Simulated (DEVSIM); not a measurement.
Device: Pt/HfO2/n-Ge capacitor, at 300 K.

Layer 1 from the left is HfO2, thickness (nm) 8.10. Layer 2 from the left is Ge, thickness (nm) 760, Nd (cm⁻³) 6.2e17.

Metal gate on the left, work function 5.6 eV. Fixed charge at the semiconductor interface 1.4e10 cm⁻² (in units of +e); no interface traps.

The device is made up for the run: typed textbook-type constants, with dimensions and the other settings drawn at random. Values at 300 K.

HfO2: gap (eV) 5.7, affinity (eV) 2.5, permittivity 22. Ge: gap (eV) 0.664, affinity (eV) 4, permittivity 16, Nc (cm⁻³) 1.04e19, Nv (cm⁻³) 6e18.

Problem. Estimate by hand the flat-band voltage, the threshold voltage, and compare with a numerical solution.

Solution. 
- Flat-band voltage: C = 2.40 μF/cm², work-function difference 1.527 V; VFB = φms − qNf/C = 1.53 V; numerical 1.53 V.
- Threshold voltage: φF = 0.266 V, depletion charge √(4εqNφF) = 3.87e-7 C/cm²; VT = VFB − 2φF − Qd/C = 0.83 V; numerical 0.83 V.

Simulated with DEVSIM: 1D Poisson equation in equilibrium, Boltzmann statistics, complete ionisation; no quantum confinement or tunnelling. Metal contacts follow the ideal Schottky-Mott rule: no Fermi-level pinning, no interface dipoles.
